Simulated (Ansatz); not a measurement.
## A computed series for HfO2: pressure series

Consider HfO2 in the fluorite structure (space group Fm-3m, No. 225; a = 5.058 Å).

Cell and atoms are relaxed at each pressure.

Levels (all Ansatz, a first-principles code, PAW): r2SCAN (500 eV, spin-orbit coupling left out); HSE06 (420 eV, scalar-relativistic without spin-orbit coupling).

Band gaps by level, all at the geometries relaxed with r2SCAN:

```tsv
case	r2SCAN	HSE06
base	4.30 eV	5.41 eV
pressure −2 GPa	4.28 eV	5.39 eV
pressure −1 GPa	4.29 eV	5.40 eV
pressure 3 GPa	4.33 eV	5.44 eV
pressure 15 GPa	4.43 eV	5.55 eV
pressure 30 GPa	4.54 eV	5.67 eV
pressure 75 GPa	4.78 eV	5.92 eV
pressure 100 GPa	4.84 eV	6.02 eV
```

Single points use the geometry relaxed with r2SCAN. The hybrid gap comes from the SCF mesh plus the semilocal run's edge points and a few special points and is an upper bound. With Hf present, leaving out spin-orbit coupling can change the band edges. Load acts through the strain it causes; cell and atoms are relaxed under it. Whether these cells are dynamically stable was not tested. Competing high-pressure phases were not computed. This is not the structure that HfO2 has at room temperature and ambient pressure.
